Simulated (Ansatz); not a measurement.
**Input and output of a self-consistent single point for a (111) slab of K2Pt (cut from a parent of space group no. 225; 6 atoms in the cell) (Ansatz, a program for electronic structure)**

Method: LDA (PW92), default PAW files made with PBE (plane waves; Ansatz).

Input as run:

Ansatz 0.2 input:
```yaml
# K2Pt
crystal:
  lattice:
    - [5.331756, 0.000000, 0.000000]
    - [2.665878, 4.617436, 0.000000]
    - [0.000000, 0.000000, 20.530011]
  atoms:
    - { symbol: K, position: [0.666667, 0.666667, 0.446985] }
    - { symbol: K, position: [0.000000, 0.000000, 0.340964] }
    - { symbol: K, position: [0.000000, 0.000000, 0.659036] }
    - { symbol: K, position: [0.333333, 0.333333, 0.553010] }
    - { symbol: Pt, position: [0.333333, 0.333333, 0.393975] }
    - { symbol: Pt, position: [0.666667, 0.666667, 0.606025] }
basis:
  ecutwfc: 30.9 Ry
kpoints:
  mp_grid: { grid: [5, 5, 1] }
hamiltonian:
  xc: lda
  pseudopotentials: { kind: paw }
scf:
  occupations: { method: fermi_dirac, width: 0.0037 Ry }
output:
  forces: true
  eigenvalues: true
  stress: true
```

The program printed (abridged):

```
WARN the atoms were moved onto the symmetric positions of the space group found under crystal.symmetry.tolerance 1.0e-5 (fractional …
WARN ansatz: RAYON_NUM_THREADS=1 ignored (pool sized by the plan → 1); use --threads N
Pseudopotentials: kind: paw
Pseudopotential: K, paw, valence charge 9
Pseudopotential: Pt, paw, valence charge 18
Crystal: 6 atoms, lattice volume = 505.429 Å³
Basis set: ecut = 420.4159175005146 eV, 9915 PW (Γ)
Bands: 44, of which v1, the nominal top of the filled ones, is band 36 counted from 1 (35 counted from 0)
Symmetry: 12 space group operations
Space group: P-3m1 (ITA 164), of the structure as read, at distance tolerance 8.0e-5 Å
k-points: 5 of 25
PAW frozen core: K, regenerated for the run's functional, and the local potential with it
PAW frozen core: Pt, regenerated for the run's functional, and the local potential with it
Initial density: superposition of atomic densities (neutral atoms: chi_scale 0, normalization atom), corrected by the library's trained network
Initial wavefunctions: pseudopotential atomic-orbital guess
Eigensolver: davidson
Functional: x = slater, c = lda
SCF iter   1: F=—  HF=-30473.484918 eV  |F-HF|=—  |Δ(HF+E_count)|=         —  Δρ=3.14e-3  dr2=7.33e-2  ethr=1.77e-3  ⟨swp⟩=9.8  Hψ=1047  notcnv=0
all-band conjugate gradients solve this SCF's bands
preconditioner: auto → Resta (q_TF=auto, 1.972 Å⁻¹)
SCF iter   2: F=—  HF=-30473.476243 eV  |F-HF|=—  |Δ(HF+E_count)|=   8.67e-3  Δρ=2.13e-3  dr2=2.73e-2  ethr=1.02e-4  ⟨swp⟩=2.8  Hψ=395  notcnv=0  defer=6
SCF iter   3: F=—  HF=-30473.472625 eV  |F-HF|=—  |Δ(HF+E_count)|=   3.62e-3  Δρ=1.00e-3  dr2=4.93e-3  ethr=3.79e-5  ⟨swp⟩=2.0  Hψ=278  notcnv=0  defer=6
SCF iter   4: F=—  HF=-30473.472310 eV  |F-HF|=—  |Δ(HF+E_count)|=   3.15e-4  Δρ=2.87e-4  dr2=8.08e-4  ethr=6.85e-6  ⟨swp⟩=2.0  Hψ=297  notcnv=0  defer=6
SCF iter   5: F=—  HF=-30473.472318 eV  |F-HF|=—  |Δ(HF+E_count)|=   8.25e-6  Δρ=9.00e-5  dr2=1.44e-4  ethr=1.12e-6  ⟨swp⟩=2.0  Hψ=341  notcnv=0  defer=6
SCF iter   6: F=—  HF=-30473.472314 eV  |F-HF|=—  |Δ(HF+E_count)|=   3.36e-6  Δρ=3.67e-5  dr2=8.97e-6  ethr=2.00e-7  ⟨swp⟩=2.0  Hψ=272  notcnv=0  defer=6
SCF iter   7: F=—  HF=-30473.472667 eV  |F-HF|=—  |Δ(HF+E_count)|=   3.53e-4  Δρ=7.70e-6  dr2=6.91e-7  ethr=1.25e-8  ⟨swp⟩=2.0  Hψ=237  notcnv=0  defer=6
SCF iter   8: F=-30473.472667 eV  HF=-30473.472667 eV  |F-HF|=7.31e-9  |Δ(HF+E_count)|=   2.39e-7  Δρ=1.80e-6  dr2=3.28e-8  ethr=1.39e-10  ⟨swp⟩=10.8  Hψ=969  notcnv=0
SCF 1 converged in 8 iterations: F = -30473.472667 eV  dr2 = 3.28e-8
SCF converged after 8 iterations
Free energy (F): -30473.472667 eV
Harris-Foulkes:  -30473.472667 eV  (|F-HF|=7.31e-9)
Internal energy: -30473.472665 eV  (E = F + TS)
E sigma→0 (E₀):  -30473.472666 eV
Entropy (-TS):   -0.000002 eV (-0.000 meV/atom)
Fermi energy:    0.884575 eV
--- Per-component energies (eV) ---
  E_band       = -1530.610065
  E_kinetic    = 2300.020021
  E_local      = -32314.479821  (includes V_loc(G=0)·N_el)
  E_nonlocal   = 482.129268
  E_hartree    = 14988.211086
  E_xc         = -1048.676438
  E_vxc        = -1254.309276  (∫ρ·V_xc dr)
  E_paw        = -21330.378270  (= ΣΔE_a)
  E_vpaw       = -720.378789  (= ΣTr[D̂ρ^β])
  E_aug_tail   = 0.000334  (compensation charges beyond the density's cutoff)
  E_ewald      = 6447.743416
  E_core_change = 1.957739  (= ΣΔE_core)
  E_smearing   = -0.000002  (= −TS)
  E_closure    = -0.000000  (closes the sum)
  Σ components = -30473.472667   (vs F -30473.472667, Δ=0.00e0)
--- Forces (eV/Å), atoms counted from 1 ---
  atom   1  K     -0.00000000     0.00000000     0.06236229
  atom   2  K      0.00000000    -0.00000000     0.18991361
  atom   3  K     -0.00000000     0.00000000    -0.18991361
  atom   4  K      0.00000000    -0.00000000    -0.06236229
  atom   5  Pt    -0.00000000     0.00000000     0.03889316
  atom   6  Pt    -0.00000000    -0.00000000    -0.03889316
  max |Σ_I F_I| component: 1.85e-17 eV/Å
--- Stress (GPa, compression-positive) ---
       -1.184041       0.000000       0.000000
        0.000000      -1.184041       0.000000
        0.000000       0.000000      -0.489761
  P = ⅓ Tr σ = -0.9526 GPa (-9.526 kbar)
  The stress holds the Pulay correction. Without it, at fixed plane waves, as pw.x and ABINIT print it: P = -0.9553 GPa
--- Band table (eV; the first three rows and the last of 5) ---
  k-point 0: bands = ["-95.1635", "-95.1635", "-49.3407", "-49.3407", "-49.3407", "-49.3407", "-49.2968", "-49.2968", "-29.8370", "-29.8369", "-29.2301", "-29.1944", "-13.6167", "-13.6159", "-13.5120", "-13.5120", "-13.5112", "-13.5112", "-13.0046", [...]
  k-point 1: bands = ["-95.1635", "-95.1635", "-49.3407", "-49.3407", "-49.3407", "-49.3407", "-49.2968", "-49.2968", "-29.8366", "-29.8366", "-29.2270", "-29.1973", "-13.6178", "-13.6164", "-13.5203", "-13.5193", "-13.5142", "-13.5128", "-13.0146", [...]
  k-point 2: bands = ["-95.1635", "-95.1635", "-49.3407", "-49.3407", "-49.3407", "-49.3407", "-49.2968", "-49.2968", "-29.8360", "-29.8360", "-29.2200", "-29.2042", "-13.6192", "-13.6174", "-13.5363", "-13.5323", "-13.5178", "-13.5155", "-13.0339", [...]
  k-point 4: bands = ["-95.1635", "-95.1635", "-49.3407", "-49.3407", "-49.3407", "-49.3407", "-49.2968", "-49.2968", "-29.8358", "-29.8358", "-29.2157", "-29.2084", "-13.6196", "-13.6166", "-13.5379", "-13.5325", "-13.5236", "-13.5217", "-13.0323", [...]
```

The run converged in 8 iterations.

The starting cell comes from a database of computed structures (which also holds hypothetical and non-ambient phases and stackings), without a prior relaxation at this level. The slab is cut from that crystal, and its faces are unrelaxed. Its lattice was rescaled by up to half a per cent. Spin-orbit coupling is off.
